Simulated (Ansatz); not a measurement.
Formation energy of the bound charge states of N on the C site in diamond (start: the C site; 64-site cell, 2×2×2 shifted sampling) against the Fermi level, host crystal and elements as references (Δμ(C) = 0.14 eV, Δμ(N) = 0.00 eV; N taken from its element, since no compound that bounds it was computed at this level; only phases computed here count, gases as isolated molecules at 0 K). All values below come from PBE, PAW (plane waves to 420 eV; Ansatz, a program for electronic structure).

Details: 64-site cell; 2×2×2 shifted k-points; host gap 4.13 eV; charged states image-corrected; energies good to tenths of an eV.

| E_F − E_VBM (eV) | q = +1 | q = 0 | q = −1 |
|---|---|---|---|
| 0.00 | 1.14 | 3.99 | 7.79 |
| 0.52 | 1.66 | 3.99 | 7.27 |
| 1.03 | 2.17 | 3.99 | 6.76 |
| 1.55 | 2.69 | 3.99 | 6.24 |
| 2.06 | 3.21 | 3.99 | 5.72 |
| 2.58 | 3.72 | 3.99 | 5.21 |
| 3.10 | 4.24 | 3.99 | 4.69 |
| 3.61 | 4.75 | 3.99 | 4.18 |
| 4.13 | 5.27 | 3.99 | 3.66 |

Crossings of the lowest lines: (+1/0) at 2.85 eV; (0/−1) at 3.80 eV.
